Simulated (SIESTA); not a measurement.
SIESTA run on OsRu (P-6m2, 2 atoms in the cell): self-consistent single point.

Computed with SIESTA with LDA PW92, numerical atomic orbitals DZP, PseudoDojo LDA standard norm-conserving potentials (rewritten from UPF to PSML).

The change in words: lattice scaled by 0.98. Reference geometry:
```
CELL_PARAMETERS angstrom
      2.69129     0.00000     0.00000
     -1.34564     2.33072     0.00000
      0.00000     0.00000     4.24399
ATOMIC_POSITIONS crystal
  Ru 0.33333 0.66667 0.00000
  Os 0.66667 0.33333 0.50000
```

Reference input (self-consistent single point, DFT, LDA PW92, numerical atomic orbitals DZP, PseudoDojo LDA standard norm-conserving potentials (rewritten from UPF to PSML)): XC.functional = LDA; XC.authors = PW92; potentials = PseudoDojo LDA standard; PAO.BasisSize = DZP; PAO.EnergyShift = 0.01 Ry; MeshCutoff = 350 Ry; kgrid.MonkhorstPack = 9 9 5; OccupationFunction = FD; ElectronicTemperature = 0.1 eV; MaxSCFIterations = 150; SCF.Mixer.Method = Pulay; SCF.Mixer.Weight = 0.25. This run's input differs from it in these lines:

```diff
@@ -10,7 +10,7 @@
 %endblock ChemicalSpeciesLabel
-LatticeConstant              2.691286 Ang
+LatticeConstant              2.637460 Ang
 %block LatticeVectors
      1.000000000    0.000000000    0.000000000
-    -0.500000000    0.866025387    0.000000000
-     0.000000000    0.000000000    1.576936082
+    -0.500000000    0.866025646    0.000000000
+     0.000000000    0.000000000    1.576936143
 %endblock LatticeVectors
@@ -18,4 +18,4 @@
 %block AtomicCoordinatesAndAtomicSpecies
-    -0.000001346    1.553815444    0.000000000  1
-     1.345644346    0.776906556    2.121993000  2
+    -0.000001319    1.522739428    0.000000000  1
+     1.318731319    0.761368572    2.079553000  2
 %endblock AtomicCoordinatesAndAtomicSpecies
```

Output, abridged:

```
        iscf     Eharris(eV)        E_KS(eV)     FreeEng(eV)     dDmax    Ef(eV) dHmax(eV)
   scf:    1    -5477.590851    -5501.843718    -5501.868269  1.165150 -1.282604 11.428511
   scf:    2    -5498.609387    -5503.424770    -5503.455058  0.493366 -2.259207  8.898057
   scf:    3    -5505.433578    -5505.446944    -5505.480505  0.230681 -2.260777  3.070346
   scf:    4    -5506.030215    -5505.850122    -5505.886858  0.205644 -2.961772  0.275066
   scf:    5    -5505.837931    -5505.850316    -5505.886555  0.010958 -2.951372  0.258603
   [... 2 lines left out ...]
   scf:    8    -5505.854043    -5505.853789    -5505.890322  0.002720 -2.965891  0.024795
   scf:    9    -5505.853770    -5505.853797    -5505.890355  0.000666 -2.966207  0.002003
   scf:   10    -5505.853799    -5505.853798    -5505.890355  0.000021 -2.966165  0.001105
   scf:   11    -5505.853800    -5505.853799    -5505.890355  0.000028 -2.966172  0.000022
SCF Convergence by DM+H criterion
max |DM_out - DM_in|         :     0.0000280116
max |H_out - H_in|      (eV) :     0.0000219193
SCF cycle converged after 11 iterations

Using DM_out to compute the final energy and forces

siesta: E_KS(eV) =            -5505.8538

siesta: E_KS - E_eggbox =     -5505.8538

siesta: Atomic forces (eV/Ang):
     1    0.000026   -0.000013   -0.000000
     2   -0.000025    0.000013    0.000000
   Tot    0.000001   -0.000000   -0.000000
   Max    0.000026
   Res    0.000017    sqrt( Sum f_i^2 / 3N )
   Max    0.000026    constrained

Stress tensor Voigt[x,y,z,yz,xz,xy] (kbar):     -309.64     -309.64     -387.02       -0.00       -0.00       -0.00
(Free)E + p*V (eV/cell)    -5500.6447
Target enthalpy (eV/cell)    -5505.8904

siesta: Program's energy decomposition (eV):
siesta: FreeEng =     -5505.890355

   [... lines left out ...]
siesta:    -0.193265   -0.000001   -0.000000
siesta:    -0.000001   -0.193264   -0.000000
siesta:    -0.000000   -0.000000   -0.241557

siesta: Cell volume =         25.055467 Ang**3

siesta: Pressure (static):
siesta:                Solid            Molecule  Units
siesta:           0.00228024          0.00228025  Ry/Bohr**3
siesta:           0.20936197          0.20936255  eV/Ang**3
siesta:         335.43485980        335.43579276  kBar
```

The run converged in 11 iterations. Against the reference run the free energy rises by 82.0 meV/atom and the pressure goes from 2.13 to 33.54 GPa.

The starting cell comes from a database of computed structures (which also holds hypothetical and non-ambient phases and stackings), without a prior relaxation at this level. Its lattice was rescaled by a random factor within 2.5 % of one. For this run, on top of that: lattice scaled by 0.98. Spin polarisation is off. Values carry the incompleteness of an atom-centred basis. With a pressure of about 34 GPa the cell is away from its equilibrium volume at this level.

Cost on one core of a shared machine: roughly 40 s.
